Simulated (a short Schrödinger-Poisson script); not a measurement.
Structure: MOS inversion layer, SiO2 on p-type Si(100), at 300 K.

From the gate side: 3.8 nm SiO2; 270 nm Si, acceptors 2.5e18 cm⁻³.

Constants are typed, rounded textbook-type inputs, not results; the design itself was drawn at random and stands for no fabricated device. SiO2: permittivity 3.9, conduction-band edge (eV) 3.15, gap (eV) 9, electron mass (mₑ) 0.5. Si: permittivity 11.7, conduction-band edge (eV) 0, gap (eV) 1.124, Nv at 300 K (cm⁻³) 3.1e19.

Channel valleys (confinement mass, in-plane density-of-states mass, number): Δ2 0.916, 0.19, 2; Δ4 0.19, 0.417, 4. At the gate the conduction-band edge of layer 1 lies 3.45 eV − eVg above the Fermi level of the channel; the field vanishes at the back. Gaps are held at their typed values at every temperature. Mesh 0.03 nm at interfaces.

Solved with a short Schrödinger-Poisson script written for these runs: 1D Poisson equation in equilibrium, electrons quantum, Hartree (BenDaniel-Duke, 12 states a valley, the channel's in-plane mass for all, wave functions free to enter the dielectric), parabolic valleys, classical holes, full ionisation, no traps, pinning or gate leakage.

```
Vg (V)  electrons (cm⁻²)  C (μF/cm²)  Δ2 E0 (meV from the Fermi level)  Δ4 E0 (meV from the Fermi level)
------  ----------------  ----------  --------------------------------  --------------------------------
1.35             2.71e10       0.359                             134.7                             214.9
1.5              3.03e11       0.613                              71.3                             153.6
1.65             8.70e11       0.731                              42.4                             126.4
1.8              1.54e12       0.773                              25.8                             111.4
1.95             2.25e12       0.793                              14.1                             101.2
2.1              2.99e12       0.805                               4.8                              93.4
2.25             3.73e12       0.812                              -3.0                              87.0
2.4              4.49e12       0.818                              -9.8                              81.5
2.55             5.25e12       0.823                             -15.9                              76.7
2.7              6.01e12       0.826                             -21.6                              72.4
2.85             6.79e12       0.829                             -26.8                              68.5
3                7.56e12       0.832                             -31.7                              64.9
3.15             8.34e12       0.834                             -36.4                              61.5
3.3              9.12e12       0.836                             -40.8                              58.3
3.45             9.90e12       0.837                             -45.0                              55.3
```

Gate voltages with under 1e9 electrons/cm² are left out.

At Vg = 3.45 V the lowest Δ2 subband lies at -45.0 meV from the Fermi level. How many electrons does it hold, and what share of all?

The two-dimensional density of states is g m/(πħ²) = 1.59e11 cm⁻² meV⁻¹ (both spins), kT = 25.9 meV, so n = D kT ln(1 + exp(−E/kT)) = 7.81e12 cm⁻², 0.79 of the 9.90e12 cm⁻² in all.

Compare the slope of the sheet density between 3.15 and 3.45 V with the geometric capacitance of the layers between gate and channel.

q Δn/ΔV = 0.833 μF/cm²; ε0/Σ(t/ε) = 0.909 μF/cm². The ratio is 0.92: the channel acts as a further capacitance in series.
